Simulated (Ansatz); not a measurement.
Consider ZnS in the zinc blende structure (space group F-43m, No. 216; a = 5.3567 Å).

Method: PBEsol in Ansatz (plane waves to 420 eV, PAW, scalar-relativistic without spin-orbit coupling).

Base values:

Volume per atom: 19.21 Å³
Gap character: direct at Γ

Now apply this change: every Zn is replaced by Cd; the structure is relaxed again.

Question: What does the calculation give for the volume per atom after the change?

Answer: The volume per atom rises by 5.484 Å³ to 24.70 Å³.

Question: What does the calculation give for the gap character after the change?

Answer: The gap character remains direct at Γ.

Stability against distortions was not tested.

Ansatz is a quantum-chemistry and plane-wave program.
